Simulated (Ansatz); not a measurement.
Start from CdSe in the wurtzite structure (space group P6_3mc, No. 186; a = 4.3019 Å, c = 7.0210 Å). Axes: x lies along a and z along c of the hexagonal cell.

All numbers come from PBEsol, PAW, 420 eV (Ansatz, an electronic-structure program; without spin-orbit coupling).

Strains are applied to the cell and any free atomic positions relax.

One change was made to it. Results:

| quantity | base | after |
|---|---|---|
| valence-band top at Γ (three highest levels, from the VBM) | 0.00, 0.00, -0.05 eV | 0.00, 0.00, -0.15 eV |
| electron mass | 0.055 mₑ (at Γ) | 0.052 mₑ along z, 0.050 mₑ across (at Γ) |
| energy relative to the base (free energy F) | 0 meV/atom | +4.1 meV/atom |
| band gap | 0.54 eV | 0.45 eV |

### Question
What was done to the base?
(A) uniaxial strain ε_zz = +1.20 %
(B) uniaxial strain ε_zz = +2.40 %
(C) uniaxial strain ε_zz = +0.60 %
(D) uniaxial strain ε_zz = +3.00 %

### Answer
B, uniaxial strain ε_zz = +2.40 %. For comparison, the valence-band top at Γ in the other runs: uniaxial strain ε_zz = +3.00 % gives 0.00, 0.00, -0.18 eV; uniaxial strain ε_zz = +1.20 % gives 0.00, 0.00, -0.10 eV; uniaxial strain ε_zz = +0.60 % gives 0.00, 0.00, -0.08 eV.

Masses are band curvatures over ±0.01 Å⁻¹ around the edge. Stability against distortions was not tested.
